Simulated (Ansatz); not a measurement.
Seebeck coefficient (μV/K, mean over directions) of n-type InP (F-43m) against carrier density, HSE06 with spin-orbit coupling, rigid bands (Ansatz, an electronic-structure program). Computed gap 1.41 eV; densities at which minority carriers matter at this gap, or further valleys turn the trend, are left out. Conductivity mass 0.095 mₑ (harmonic mean over directions), N_c = 7.2e17 cm⁻³ at 300 K.

```tsv
electron density	300 K	500 K
1e16 cm⁻³	-578	-648
1e17 cm⁻³	-381	-450
1e18 cm⁻³	(withheld)	-257
3e18 cm⁻³	(withheld)	-173
1e19 cm⁻³	-61	-99
3e19 cm⁻³	-33	(withheld)
1e20 cm⁻³	-18	-33
```

Task: What belongs in the gaps?

Result: 
- 1e18 cm⁻³, 300 K: -193
- 3e18 cm⁻³, 300 K: -118
- 3e19 cm⁻³, 500 K: -56

Rigid bands with a gap fixed in temperature, one relaxation time for all states, no polarons or phonon drag, and whether or not such doping can be reached. Geometry: cell and atoms relaxed with PBEsol.
